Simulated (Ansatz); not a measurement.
# ZnSnO$_{3}$ (space group R3c, No. 161)

```cif
data_O18Sn6Zn6
_chemical_formula_sum 'Zn6 Sn6 O18'
_space_group_name_H-M_alt 'R3c :H'
_space_group_IT_number 161
_space_group_name_Hall 'R 3 -2"c'
_cell_length_a 5.27831
_cell_length_b 5.27831
_cell_length_c 14.00994
_cell_angle_alpha 90.000
_cell_angle_beta 90.000
_cell_angle_gamma 120.000
loop_
_atom_site_label
_atom_site_type_symbol
_atom_site_symmetry_multiplicity
_atom_site_Wyckoff_symbol
_atom_site_fract_x
_atom_site_fract_y
_atom_site_fract_z
_atom_site_occupancy
Zn1 Zn 6 a 0.00000 0.00000 0.20508 1
Sn1 Sn 6 a 0.00000 0.00000 0.48743 1
O1 O 18 b 0.02609 0.36847 0.25240 1
```
(The calculation used a cell of 10 atoms; values per cell refer to that cell.)

Computed with Ansatz (a quantum-chemistry and plane-wave program) PBEsol, no spin-orbit coupling. Settings: 8×8×8 k-points, 0.05 eV Fermi–Dirac smearing.

| Property | Result |
|---|---|
| Volume per atom | 11.27 Å³ |
| Density | 6.84 g/cm³ |
| Band gap | 1.25 eV, direct at Γ |
| Electron mass | 0.19 mₑ |
| Lowest conduction-band minima above the VBM | Γ 1.25 eV |
| Total energy | -2182.703 eV/atom (σ→0; compares only within this code and set-up) |

Effective masses come from finite differences of ±0.01 Å⁻¹. No phonon test of stability was made.
